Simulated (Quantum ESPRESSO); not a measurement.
Quantum ESPRESSO run on SrYMg₆ (P1, 8 atoms in the cell): self-consistent single point.

Level of theory: PBEsol, SSSP 1.1.2 efficiency (PBE) pseudopotentials (plane waves; Quantum ESPRESSO).

```yaml
crystal:
  lattice:
    - [6.75271, 0.00000, 0.00000]
    - [0.00000, 6.75271, 0.00000]
    - [0.00000, 0.00000, 4.84790]
  atoms:
    - { symbol: Sr, position: [0.49598, 0.50183, 0.49896] }
    - { symbol: Y, position: [0.99876, 0.00173, 0.48950] }
    - { symbol: Mg, position: [0.99516, 0.49693, 0.50308] }
    - { symbol: Mg, position: [0.50552, 0.00048, 0.49903] }
    - { symbol: Mg, position: [0.76514, 0.23543, 0.00412] }
    - { symbol: Mg, position: [0.24089, 0.76335, 0.00350] }
    - { symbol: Mg, position: [0.76205, 0.76507, 0.00186] }
    - { symbol: Mg, position: [0.23650, 0.23518, 0.99994] }
```

Reference input (self-consistent single point, DFT, PBEsol, plane waves, SSSP 1.1.2 efficiency (PBE) pseudopotentials): ecutwfc = 40 Ry; ecutrho = 320 Ry; occupations = smearing; smearing = gaussian; degauss = 0.0073499 Ry; input_dft = pbesol; potentials = {Sr: Sr_pbe_v1.uspp.F.UPF, Y: Y_pbe_v1.uspp.F.UPF, Mg: Mg.pbe-n-kjpaw_psl.0.3.0.UPF}; K_POINTS = automatic 3 3 4 1 1 1; conv_thr = 1e-11 Ry; mixing_beta = 0.4. This run's input differs from it in these lines:

```diff
@@ -37,3 +37,3 @@
 K_POINTS {automatic}
-3 3 4  1 1 1
+5 5 7  1 1 1
 CELL_PARAMETERS {angstrom}
```

Log, with long lists cut:

```
     Self-consistent Calculation

     iteration #  1     ecut=    40.00 Ry     beta= 0.40

     Threshold (ethr) on eigenvalues was too large:
     Diagonalizing with lowered threshold

     negative rho (up, down):  1.075E-01 0.000E+00

     total energy              =    -353.72376551 Ry
     estimated scf accuracy    <       0.14670782 Ry

     iteration #  2     ecut=    40.00 Ry     beta= 0.40

     negative rho (up, down):  1.079E-01 0.000E+00

     total energy              =    -353.74536693 Ry
     estimated scf accuracy    <       0.21112228 Ry

     iteration #  3     ecut=    40.00 Ry     beta= 0.40

     negative rho (up, down):  1.089E-01 0.000E+00

     total energy              =    -353.76325382 Ry
     estimated scf accuracy    <       0.01300789 Ry

   [... 12 blocks of this kind left out ...]

     iteration # 16     ecut=    40.00 Ry     beta= 0.40

     negative rho (up, down):  1.096E-01 0.000E+00

     total energy              =    -353.76747232 Ry
     estimated scf accuracy    <          8.8E-11 Ry

     iteration # 17     ecut=    40.00 Ry     beta= 0.40

     negative rho (up, down):  1.096E-01 0.000E+00
     End of self-consistent calculation

     the Fermi energy is     4.6400 ev

!    total energy              =    -353.76747232 Ry
     estimated scf accuracy    <          9.8E-12 Ry
     smearing contrib. (-TS)   =      -0.00256913 Ry
     internal energy E=F+TS    =    -353.76490318 Ry

     convergence has been achieved in  17 iterations

     negative rho (up, down):  1.096E-01 0.000E+00

     Forces acting on atoms (cartesian axes, Ry/au):

     atom    1 type  1   force =     0.00193740   -0.00263466    0.00148085
     atom    2 type  2   force =     0.00486269   -0.00415422    0.01284904
     atom    3 type  3   force =     0.00124856    0.00253464   -0.00115597
     atom    4 type  3   force =    -0.00343465    0.00094466   -0.00030851
     atom    5 type  3   force =    -0.00349103    0.00329510   -0.00423029
   [... lines left out ...]
     Total force =     0.017991     Total SCF correction =     0.000003
   [... lines left out ...]

     negative rho (up, down):  1.096E-01 0.000E+00
          total   stress  (Ry/bohr**3)                   (kbar)     P=       -7.83
  -0.00004597  -0.00000035   0.00000099           -6.76       -0.05        0.15
  -0.00000035  -0.00004195  -0.00000100           -0.05       -6.17       -0.15
   0.00000099  -0.00000100  -0.00007182            0.15       -0.15      -10.57

   JOB DONE.
```

The run converged in 17 iterations. Against the reference run the free energy goes up by 5.4 meV/atom, the pressure goes from -0.68 to -0.78 GPa and the largest force moves little (0.373 to 0.369 eV/Å).

The starting cell comes from a database of computed structures (which also holds hypothetical and non-ambient phases and stackings), without a prior relaxation at this level. Its atoms were displaced at random from the sites of space group no. 123.

Cost on one core of a shared machine: roughly 7 min.
